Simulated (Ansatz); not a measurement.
System: InF3 (R-3c, No. 167; cell taken from a computed entry). Method: HSE06 (plane waves, PAW; Ansatz, a program for electronic structure).

The input as run:

Ansatz 0.2 input:
```yaml
crystal:
  lattice:
    - [2.6519175077, 1.531085287, 4.8646889277]
    - [-2.6519175077, 1.531085287, 4.8646889277]
    - [0.0, -3.0621705739, 4.8646889277]
  atoms:
    - { symbol: In, position: [0.5, 0.5, 0.5] }
    - { symbol: In, position: [0.0, 0.0, 0.0] }
    - { symbol: F, position: [0.3821188527, 0.75, 0.1178811473] }
    - { symbol: F, position: [0.6178811473, 0.25, 0.8821188527] }
    - { symbol: F, position: [0.1178811473, 0.3821188527, 0.75] }
    - { symbol: F, position: [0.8821188527, 0.6178811473, 0.25] }
    - { symbol: F, position: [0.75, 0.1178811473, 0.3821188527] }
    - { symbol: F, position: [0.25, 0.8821188527, 0.6178811473] }
kpoints:
  mp_grid: { grid: [6, 6, 6] }
hamiltonian:
  xc: hse06
  pseudopotentials: { kind: paw }
  dispersion: none
scf:
  occupations: { method: gaussian, width: 0.02 }
output:
  forces: true
  stress: true
  eigenvalues: true
basis:
  ecutwfc: 500
  ecutrho_ratio: 4
  xc_grid: 2
magnetization:
  spin_polarized: false
```

Q: How many irreducible k-points, plane waves at Γ does the program set up, and what pressure does the run end with?

A: 32 irreducible k-points, 2993 plane waves at Γ; P = 0.58 GPa, so the cell is compressed on average and its volume would grow at this level.

Output (set-up and result lines):

```
WARN output.stress: scf.convergence.dr2_threshold = 1e-7 eV (the SCF's general default) is looser than the 8e-10 eV advised for a printed stress (1e-10 eV for …
WARN output.stress: scf.exx.energy_threshold = 1e-6 eV is looser than the 8e-8 eV advised for a stress under a hybrid functional (1e-8 eV for each atom of the …
Crystal: 8 atoms, lattice volume = 118.513 Å³
Basis set: ecut = 500 eV, 2993 PW (Γ), exchange–correlation on 90×90×90 points (8 copies of the dense FFT grid, shifted against one another)
Bands: 42, of which v1, the nominal top of the filled ones, is band 34 counted from 1 (33 counted from 0)
Symmetry: 12 space group operations
Space group: R-3c (ITA 167), of the structure as read, at distance tolerance 4.9e-5 Å
k-points: 32 of 216
SCF iter   1: F=—  HF=-16049.142983 eV  |F-HF|=—  |Δ(HF+E_count)|=         —  Δρ=1.53e-3  dr2=8.48e-4
SCF iter   2: F=—  HF=-16049.145097 eV  |F-HF|=—  |Δ(HF+E_count)|=   2.11e-3  Δρ=6.01e-4  dr2=1.07e-4
  ...
Crystal: 8 atoms, lattice volume = 118.513 Å³
Initial density: handed on by an earlier stage of this run
Crystal: 8 atoms, lattice volume = 118.513 Å³
SCF iter   4: F=—  HF=-16056.181284 eV  |F-HF|=—  |Δ(HF+E_count)|=   3.03e-9  Δρ=3.41e-6  dr2=5.15e-9
SCF iter   5: F=-16056.181284 eV  HF=-16056.181284 eV  |F-HF|=2.20e-9  |Δ(HF+E_count)|=   1.29e-8  Δρ=1.98e-6  dr2=2.75e-9
SCF 3 converged in 5 iterations: F = -16056.181284 eV  dr2 = 2.75e-9
Free energy (F): -16056.181284 eV
Internal energy: -16056.181284 eV  (E = F + TS)
E sigma→0 (E₀):  -16056.181284 eV
Fermi energy:    2.941285 eV
--- Forces (eV/Å), atoms counted from 1 ---
  atom   1  In     0.00000000    -0.00000000     0.00000000
  atom   2  In     0.00000000    -0.00000000     0.00000000
  atom   3  F     -0.02878400    -0.04985535     0.00000000
  atom   4  F      0.02878400     0.04985535    -0.00000000
  atom   5  F      0.05756800    -0.00000000     0.00000000
  atom   6  F     -0.05756800     0.00000000     0.00000000
  atom   7  F     -0.02878400     0.04985535    -0.00000000
  atom   8  F      0.02878400    -0.04985535     0.00000000
--- Stress (GPa, compression-positive) ---
        0.571151       0.000000      -0.000000
        0.000000       0.571151       0.000000
       -0.000000       0.000000       0.587225
  P = ⅓ Tr σ = 0.5765 GPa (5.765 kbar)
```

The PAW data were made under PBE.

Note: cell and atoms aren't relaxed at this level (largest force component 0.06 eV/Å, pressure 0.6 GPa).
